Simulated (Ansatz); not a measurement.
The reference is Cd in the hcp (Mg type) structure (space group P6_3/mmc, No. 194).

Space group P6₃/mmc (No. 194); a = b = 3.0159 Å, c = 5.8216 Å, α = β = 90.00°, γ = 120.00°

| atom | site | symmetry | x | y | z |
|---|---|---|---|---|---|
| Cd | 2d | -6m2 | 0.6667 | 0.3333 | 0.2500 |

Computed with DFT with PBE, PAW potentials and a 420 eV plane-wave cutoff in Ansatz (a first-principles code), no SOC, earlier PAW set.

For the base:

The volume per atom comes out as 22.93 Å³. The c/a ratio comes out as 1.930.

One thing is altered: a hydrostatic pressure of 4.5 GPa.

Q: Predict the new volume per atom.

A: The volume per atom drops by 2.00 Å³ (22.93 Å³ → 20.93 Å³).

Q: What happens to the c/a ratio?

A: The c/a ratio shrinks by 0.115 to 1.815.

Load acts through the strain it causes; cell and atoms are relaxed under it. No phonon test of stability was made.
